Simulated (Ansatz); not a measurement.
Here is the system:

```yaml
crystal:
  lattice:
    - [3.99488, 0.00000, 0.00000]
    - [0.00000, 3.99488, 0.00000]
    - [0.00000, 0.00000, 3.99488]
  atoms:
    - { symbol: K, position: [0.50000, 0.50000, 0.50000] }
    - { symbol: Ta, position: [0.00000, 0.00000, 0.00000] }
    - { symbol: O, position: [0.00000, 0.50000, 0.00000] }
    - { symbol: O, position: [0.50000, 0.00000, 0.00000] }
    - { symbol: O, position: [0.00000, 0.00000, 0.50000] }
```

Space group of this cell: Pm-3m, cubic perovskite. The cell is taken as given; by r2SCAN its mean pressure is -0.7 GPa.

All values below come from r2SCAN (plane waves, PAW; Ansatz, a program for electronic structure).

The current runs along the normal of the first two printed vectors; no spin-orbit coupling. Scaled by the factor s: the length along the current (ions clamped). Meshes 8×8×8 and 8×8 across the current in all rows.

```json
[
 {"s": "0.97", "mean pressure (GPa)": "6.4", "band gap (eV)": "?"},
 {"s": "1.00", "mean pressure (GPa)": "-0.7", "band gap (eV)": "2.62"},
 {"s": "1.03", "mean pressure (GPa)": "-6.1", "band gap (eV)": "2.50"}
]
```

Task: Take the slope of the band gap against ln s from the two given rows, extrapolate to s = 0.97, and say what the run there gives.

Result: Slope = (2.50 − 2.62) / ln 1.03 = -4.06 eV. The line gives 2.62 + (-4.06) × ln 0.97 = 2.74 eV. The run gives 2.63 eV, 0.11 eV under the line, 92 % of the predicted step.
